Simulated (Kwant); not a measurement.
System: quantum point contact (saddle potential) in a GaN two-dimensional gas. Effective mass 0.22 mₑ, grid spacing 2 nm, hard walls, nominal width 40 nm (19 grid rows, so walls 40 nm apart), one parabolic valley, scattering region 120 nm long along x; energies count from the band bottom; Fermi energy swept from 0.00053413 to 0.00962 eV. Potential (V0 + ½k y²) cos²(πx/L) for |x| < L/2, with V0 = 0.0037 eV, k = 0.00021 eV/nm², L = 86 nm.

Constants are typed, rounded textbook-type inputs, not results; the design itself was drawn at random and stands for no fabricated device.

Model: effective-mass tight-binding model on a square grid, one spin, coherent transport at 0 K (Kwant). Conductance is in e²/h.

Sweep values stay those of the base run.

The curvature of the confinement was swept, all else fixed.

```json
[
 {"curvature of the confinement (eV/nm²)": "0.00011", "mean G (e²/h) over the sweep": "0.32", "G (e²/h) at E = 7.250 meV": "0.79", "G (e²/h) at E = 9.620 meV": "1.00", "G (e²/h) at E = 5.011 meV": "0.0053"},
 {"curvature of the confinement (eV/nm²)": "0.00015", "mean G (e²/h) over the sweep": "0.26", "G (e²/h) at E = 7.250 meV": "0.48", "G (e²/h) at E = 9.620 meV": "1.00", "G (e²/h) at E = 5.011 meV": "0.0013"},
 {"curvature of the confinement (eV/nm²)": "0.00018", "mean G (e²/h) over the sweep": "0.22", "G (e²/h) at E = 7.250 meV": "0.27", "G (e²/h) at E = 9.620 meV": "1.00", "G (e²/h) at E = 5.011 meV": "0.00053"},
 {"curvature of the confinement (eV/nm²)": "0.00021", "mean G (e²/h) over the sweep": "0.19", "G (e²/h) at E = 7.250 meV": "0.14", "G (e²/h) at E = 9.620 meV": "0.99", "G (e²/h) at E = 5.011 meV": "0.00023"},
 {"curvature of the confinement (eV/nm²)": "0.00025", "mean G (e²/h) over the sweep": "0.15", "G (e²/h) at E = 7.250 meV": "0.056", "G (e²/h) at E = 9.620 meV": "0.97", "G (e²/h) at E = 5.011 meV": "8.5e-5"},
 {"curvature of the confinement (eV/nm²)": "0.00032", "mean G (e²/h) over the sweep": "0.089", "G (e²/h) at E = 7.250 meV": "0.012", "G (e²/h) at E = 9.620 meV": "0.87", "G (e²/h) at E = 5.011 meV": "1.9e-5"},
 {"curvature of the confinement (eV/nm²)": "0.00042", "mean G (e²/h) over the sweep": "0.030", "G (e²/h) at E = 7.250 meV": "0.0019", "G (e²/h) at E = 9.620 meV": "0.48", "G (e²/h) at E = 5.011 meV": "3.1e-6"}
]
```

From the first row to the last the mean G over the sweep goes from 0.32 to 0.030. From the first row to the last the G at E = 7.250 meV goes from 0.79 to 0.0019.
